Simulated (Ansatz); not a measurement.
**Response to strain in Al2O3**

Take Al2O3 in the corundum structure (space group R-3c, No. 167; a = 4.729 Å, c = 12.892 Å (hexagonal axes)) as the base. Axes: x lies along a and z along c of the hexagonal cell.

Strains are applied to the cell and any free atomic positions relax.

All numbers come from LDA in Ansatz (plane waves to 420 eV, PAW, no SOC).

Notes on the quantities. pressure: mean of the normal stresses, compression positive; energy relative to the base: free energy F.

| case | pressure | electron mass | volume per atom | band gap | energy relative to the base |
|---|---|---|---|---|---|
| base | -0.01 GPa | 0.43 mₑ along c, 0.39 mₑ across (at Γ) | 8.32 Å³ | 6.43 eV | 0 meV/atom |
| uniaxial strain ε_zz = +0.75 % | -1.84 GPa | 0.41 mₑ along z, 0.39 mₑ across (at Γ) | 8.39 Å³ | 6.36 eV | +0.7 meV/atom |
| uniaxial strain ε_zz = +1.50 % | -3.60 GPa | 0.39 mₑ (at Γ) | 8.45 Å³ | 6.25 eV | +2.9 meV/atom |
| uniaxial strain ε_zz = +2.25 % | -5.30 GPa | 0.39 mₑ (at Γ) | 8.51 Å³ | 6.14 eV | +6.4 meV/atom |
| uniaxial strain ε_zz = +3.00 % | -6.93 GPa | 0.39 mₑ (at Γ) | 8.57 Å³ | 6.03 eV | +11 meV/atom |

Effective masses come from finite differences of ±0.01 Å⁻¹. Gaps are read on the SCF mesh and a high-symmetry path. Stability against distortions was not tested.

Ansatz is an electronic-structure program.
